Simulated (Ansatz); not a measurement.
```
ScF3
1.0
    4.02048     0.00000     0.00000
    0.00000     4.25889     0.00000
    0.00000     0.00000     4.02048
Sc F
1 3
Direct
  0.00000   0.00000   0.00000
  0.00000   0.00000   0.50000
  0.50000   0.00000   0.00000
  0.00000   0.50000   0.00000
```

No spin polarisation.

A single point on ScF3 with a change (uniaxial strain ε_yy = +5.93 %), its geometry relaxed with PBEsol.

Computed with r2SCAN/PAW in Ansatz (a quantum-chemistry and plane-wave program), spin-orbit coupling left out. Settings: 8×8×8 k-points, 0.05 eV Fermi–Dirac smearing.

Q: Predict the pressure, band gap and width of the top valence band.

A: 
```json
{
  "pressure": "-3.85 GPa",
  "band_gap": "6.51 eV",
  "width_of_the_top_valence_band": "0.58 eV"
}
```

Single points use the geometry relaxed with PBEsol. Whether these cells are dynamically stable was not tested. All final runs are without spin polarisation. The cell was made from ScF3 in the ReO3 type structure (space group Pm-3m, No. 221) by this change: uniaxial strain ε_yy = +5.93 %.
